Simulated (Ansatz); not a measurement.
Take InP in the zinc blende structure (space group F-43m, No. 216; a = 5.907 Å) as the base. Axes: x, y, z lie along the cube axes.

Computed with plane-wave PAW DFT at the r2SCAN level (Ansatz, a first-principles code, 500 eV), no spin-orbit coupling.

Now apply this change: the cell is stretched by 3.00 % along z with no lateral relaxation; the atoms relax in the strained cell.

**Question.** Predict the stress tensor and what it implies for the stiffness.

**Answer.** Stress of the strained cell less that of the base (GPa, compression positive):
```
  -1.43    0.00    0.00
   0.00   -1.43    0.00
   0.00    0.00   -2.85
```

Then −Δσ_ii/ε with ε = 0.0300 gives secant stiffness values (nonlinear terms included at this strain): C33 ≈ 95 GPa, C13 ≈ 48 GPa and C23 ≈ 48 GPa.

As a check, the harmonic strain energy −½ V₀ Δσ:ε is 6.9 meV/atom; the computed energy rise is 6.9 meV/atom.

No phonon test of stability was made.
